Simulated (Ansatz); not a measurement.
The structure below was relaxed with PBEsol in Ansatz (plane waves to 420 eV, PAW, scalar-relativistic without spin-orbit coupling), at pressure 5 GPa.

Space group P6₃/m (No. 176); a = b = 10.3830 Å, c = 3.5550 Å, α = β = 90.00°, γ = 120.00°

| atom | site | symmetry | x | y | z |
|---|---|---|---|---|---|
| Nb | 6h | m.. | 0.4896 | 0.1044 | 0.2500 |
| Te | 2c | -6.. | 0.3333 | 0.6667 | 0.2500 |
| Te | 6h | m.. | 0.3299 | 0.2650 | 0.2500 |

Question: Write out a cell with all atoms.

Answer: 
```xyz
14
Lattice="10.3830 0.0000 0.0000 -5.1915 8.9920 0.0000 0.0000 0.0000 3.5550" Properties=species:S:1:pos:R:3 pbc="T T T"
Nb     4.5417     0.9385     0.8888
Nb     0.6498     8.0534     2.6663
Nb     1.4580     4.4025     2.6663
Nb     3.7335     4.5895     0.8888
Nb     7.2994     3.4640     0.8888
Nb    -2.1079     5.5280     2.6663
Te     5.1915     2.9973     2.6663
Te     0.0000     5.9947     0.8888
Te     2.0497     2.3825     0.8888
Te     3.1418     6.6095     2.6663
Te    -1.0384     2.9663     2.6663
Te     6.2299     6.0256     0.8888
Te     7.2949     0.5839     0.8888
Te    -2.1034     8.4081     2.6663
```
This is the conventional cell.

Load acts through the strain it causes; cell and atoms are relaxed under it. Whether these cells are dynamically stable was not tested. Competing high-pressure phases were not computed. The final runs are not spin-polarised. The cell was made from Nb₃Te₄ (space group P6_3/m, No. 176) by this change: pressure 5 GPa.

Ansatz is a program for electronic structure.
